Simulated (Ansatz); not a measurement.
Consider MgS in the rock salt structure (space group Fm-3m, No. 225; a = 5.182 Å).

Levels (all Ansatz, a program for electronic structure, PAW): PBEsol (420 eV, without spin-orbit coupling); r2SCAN (500 eV, no spin-orbit coupling); HSE06 (420 eV, scalar-relativistic without spin-orbit coupling).

One geometry, relaxed with PBEsol, under each level:

Notes on the quantities. hole mass: degenerate bands, along [100].

| level | band gap | lowest conduction level above the VBM at special points | electron mass | hole mass | pressure |
|---|---|---|---|---|---|
| PBEsol | 2.73 eV | X 2.73 eV; Γ 3.69 eV; K 3.83 eV; U 3.83 eV | 0.53 mₑ along k, 0.29 mₑ across (at X) | 0.25, 0.92, 0.92 mₑ (at Γ) | 0.00 GPa |
| r2SCAN | 3.49 eV | X 3.49 eV; Γ 4.74 eV; K 4.57 eV; U 4.57 eV | 0.53 mₑ along k, 0.30 mₑ across (at X) | 0.28, 0.92, 0.92 mₑ (at Γ) | 1.00 GPa |
| HSE06 | 3.83 eV | X 3.83 eV; Γ 4.93 eV; K 4.97 eV | – | – | – |

Single points use the geometry relaxed with PBEsol. Their cutoffs differ, which shifts pressures a little. The hybrid gap comes from the SCF mesh plus the semilocal run's edge points and a few special points and is an upper bound. Masses are band curvatures over ±0.01 Å⁻¹ around the edge. Along k means along the line from Γ to the band edge. Stability against distortions was not tested.
